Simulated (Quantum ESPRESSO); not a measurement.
## Pressure against volume in cubic perovskite BaHfO3 (space group 221) (Quantum ESPRESSO, PBE)

```xyz
5
Lattice="4.0959 0.0000 0.0000 0.0000 4.0959 0.0000 0.0000 0.0000 4.0959" Properties=species:S:1:pos:R:3 pbc="T T T"
Ba     0.0000     0.0000     0.0000
Hf     2.0479     2.0479     2.0479
O      2.0479     0.0000     2.0479
O      0.0000     2.0479     2.0479
O      2.0479     2.0479     0.0000
```

Method: PBE, GBRV 1.5 ultrasoft (PBE) pseudopotentials (plane waves; Quantum ESPRESSO 7.5). Settings: ecutwfc = 52 Ry; ecutrho = 416 Ry; occupations = smearing; smearing = fd; degauss = 0.000734986 Ry; potentials = {Ba: ba_pbe_v1.uspp.F.UPF, Hf: hf_pbe_v1.uspp.F.UPF, O: o_pbe_v1.2.uspp.F.UPF}; K_POINTS = automatic 8 8 8 0 0 0; conv_thr = 1e-10 Ry; mixing_beta = 0.4. The cell above is the first row's. The rows scale it uniformly. In all rows fractional positions and the k mesh are held.

```
V (Å^3/atom)  P (GPa)
------------  -------
13.742          14.62
14.041          10.06
14.340           5.99
14.639           2.34
14.937          -0.92
15.236          -3.85
15.535          -6.48
15.834          -8.83
16.132              ?
```

Taking a cubic for P over the 8 complete rows: With u = V - 14.8, the rows have u = -1.0580, -0.7590, -0.4600, -0.1610, 0.1370, 0.4360, 0.7350, 1.0340. Least squares gives P = 0.530 - 10.8807·u + 2.0291·u² - 0.2556·u³. Residuals (row less fit): 0.004, -0.009, 0.001, 0.005, 0.003, -0.001, -0.007, 0.004; standard error 0.007 (degrees of freedom: 4). The fitted pressure is zero at V0 = 14.85, where dP/dV = -10.68, so B0 = -V0·dP/dV = 159 GPa.

**Question.** Predict the withheld P at V = 16.132 from the fit, and compare with the calculation.

**Answer.** u = 1.3320, so P = 0.530 - 10.8807 × 1.3320 + 2.0291 × 1.3320² - 0.2556 × 1.3320³ = -10.967 GPa. The calculation gives -10.93 GPa, 0.037 GPa above the prediction (0.1 % of the range of P in the table). The row lies outside the fitted rows, so this is an extrapolation. From the scatter of the fitted rows alone, a prediction at this place has a standard error of 0.019 GPa, so the miss is 2.0 times that.

Carrying the step between the two nearest rows on in a straight line would have given -11.17, off by 0.24; series whose last step already gives the withheld value aren't shown. The scan was laid around a cell of about the measured size, scaled by a guess for this functional. The runs keep the symmetry of the cell, so they don't test it for distortions. Spin-orbit coupling is off. Cutoffs and mesh are single choices, not tested for convergence of this quantity. Series with a scatter that would blur these digits, or in which a gap closes, are not shown.
